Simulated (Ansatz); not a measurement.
Consider CsPbCl₃ in the cubic perovskite structure (space group Pm-3m, No. 221; a = 5.619 Å). Axes: x, y, z lie along the cube axes.

Modification: biaxial strain −0.35 %, plane normal [001], relaxed out of plane (Cartesian); in-plane vectors clamped, the third vector and the atoms free.

Calculations: Kohn–Sham DFT with the PBEsol functional, run in Ansatz (an electronic-structure program) with PAW and 420 eV plane waves, scalar-relativistic without spin-orbit coupling, earlier PAW set.

### Question
Give the band edges at the high-symmetry points of the new zone, measured from its valence-band maximum.

### Answer
```
point  valence edge (eV)  conduction edge (eV)
-----  -----------------  --------------------
Γ                  -2.52                  3.22
X                  -1.68                  2.94
M                  -0.80                  2.42
Z                  -1.71                  2.92
R                  -0.83                  2.40
A                   0.00                  1.79
```

The gap is 1.79 eV, direct at A.

With Pb present, leaving out spin-orbit coupling can change the band edges. No phonon test of stability was made. Many cubic perovskites are stable only at high temperature; tilts and polar distortions were not tested. This is not the structure that CsPbCl3 has at room temperature and ambient pressure. Labels are those of the standard path for the cell's own space group.
